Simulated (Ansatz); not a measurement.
System: HfTeSe (P3m1, No. 156, 3 atoms in the cell; start mp-1224271). Method: LDA (plane waves, PAW; Ansatz, an electronic-structure program).

Input file:

Ansatz 0.2 input:
```yaml
crystal:
  lattice:
    - [3.7996073553, 0.0, 0.0]
    - [-1.8998036777, 3.2905564941, 0.0]
    - [0.0, 0.0, 6.3775432247]
  atoms:
    - { symbol: Hf, position: [0.0, 0.0, 0.9811924043] }
    - { symbol: Te, position: [0.6666666667, 0.3333333333, 0.2742352049] }
    - { symbol: Se, position: [0.3333333333, 0.6666666667, 0.7445823908] }
basis:
  ecutwfc: 520
  ecutrho_ratio: 4
  xc_grid: 2
kpoints:
  mp_grid: { grid: [18, 18, 10] }
hamiltonian:
  xc: lda
  dispersion: none
  pseudopotentials: { kind: paw }
scf:
  occupations: { method: fermi_dirac, width: 0.05 }
  convergence: { dr2_threshold: 0.0000000003 }
output:
  forces: true
  stress: true
  eigenvalues: true
```

The run printed, among other lines:

```
Crystal: 3 atoms, lattice volume = 79.737 Å³
Basis set: ecut = 520 eV, 2105 PW (Γ), exchange–correlation on 60×60×96 points (8 copies of the dense FFT grid, shifted against one another)
Bands: 35, of which v1, the nominal top of the filled ones, is band 29 counted from 1 (28 counted from 0)
Symmetry: 6 space group operations
Space group: P3m1 (ITA 156), of the structure as read, at distance tolerance 4.3e-5 Å
k-points: 330 of 3240 (time reversal used)
Functional: x = slater, c = lda
SCF iter   1: F=—  HF=-27690.487445 eV  |F-HF|=—  |Δ(HF+E_count)|=         —  Δρ=5.14e-3  dr2=2.47e-2
SCF iter   2: F=—  HF=-27690.485728 eV  |F-HF|=—  |Δ(HF+E_count)|=   1.72e-3  Δρ=2.85e-3  dr2=1.88e-2
  ...
SCF iter   7: F=—  HF=-27690.481075 eV  |F-HF|=—  |Δ(HF+E_count)|=   2.13e-9  Δρ=3.02e-6  dr2=6.07e-9
SCF iter   8: F=-27690.481075 eV  HF=-27690.481075 eV  |F-HF|=6.91e-11  |Δ(HF+E_count)|=  2.18e-11  Δρ=5.95e-7  dr2=2.46e-10
SCF 1 converged in 8 iterations: F = -27690.481075 eV  dr2 = 2.46e-10
SCF converged after 8 iterations
Free energy (F): -27690.481075 eV
Internal energy: -27690.475371 eV  (E = F + TS)
E sigma→0 (E₀):  -27690.478223 eV
Fermi energy:    11.532309 eV
--- Forces (eV/Å), atoms counted from 1 ---
  atom   1  Hf    -0.00000000    -0.00000000    -0.04840022
  atom   2  Te    -0.00000000     0.00000000    -0.36051385
  atom   3  Se     0.00000000    -0.00000000     0.40892856
--- Stress (GPa, compression-positive) ---
       -2.968927      -0.000000      -0.000000
        0.000000      -2.968927       0.000000
       -0.000000       0.000000      -2.955985
  P = ⅓ Tr σ = -2.9646 GPa (-29.646 kbar)
```

The PAW data were made under PBE.

Note: cell and atoms aren't relaxed at this level (largest force component 0.41 eV/Å, pressure -3.0 GPa). Note: the cell has widely spaced layers and the level no dispersion term, so their spacing and the moduli can rest on weak binding.

The result took around 60 core-seconds (rough).

A start named mp-… is a Materials Project structure, which need not be a measured phase.
